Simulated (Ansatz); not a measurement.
An Ansatz (a quantum-chemistry and plane-wave program) input (PBEsol (Ansatz; PAW; 420 eV plane waves; no spin-orbit coupling)):

Ansatz 0.2 input:
```yaml
crystal:
  lattice:
    - [2.9123229208, 0, 0]
    - [0, 4.3329990946, 0]
    - [-1.3242005812, 0, 5.5722382453]
  atoms:
    - { symbol: V, position: [0.616870909, 0.75, 0.6038379013] }
    - { symbol: Sc, position: [0.8154931778, 0.75, 0.1610491133] }
    - { symbol: Sc, position: [0.1845068222, 0.25, 0.8389508867] }
    - { symbol: V, position: [0.383129091, 0.25, 0.3961620987] }
basis: { ecutwfc: 420, ecutrho_ratio: 4, xc_grid: 2, fft_grid_basis: typed }
kpoints: { mp_grid: { grid: [16, 11, 9] } }
hamiltonian:
  xc: pbesol
  dispersion: none
  pseudopotentials: { kind: paw }
scf: { occupations: { method: fermi_dirac, width: 0.05 }, convergence: { dr2_threshold: 0.0000000004 } }
output: { forces: true, stress: true }
checkpoint: { write: state.ck, write_every: 1000 }
```

### Question
Which symmetry and how many k-points will the program report, and about how many plane waves at Γ?

### Answer
Space group P21/m (ITA 11) with 4 operations, k-points 438 of 1584, and 1361 plane waves at Γ.

These are small ordered cells, not random alloys; other orderings at the same x differ. Stability against distortions was not tested. Seeded moments were not kept for x(Sc) = 0.5, 4 atoms, P2_1/m. The final runs are not spin-polarised. The cell was made from V by this change: x(Sc) = 0.5, 4 atoms, P2_1/m.
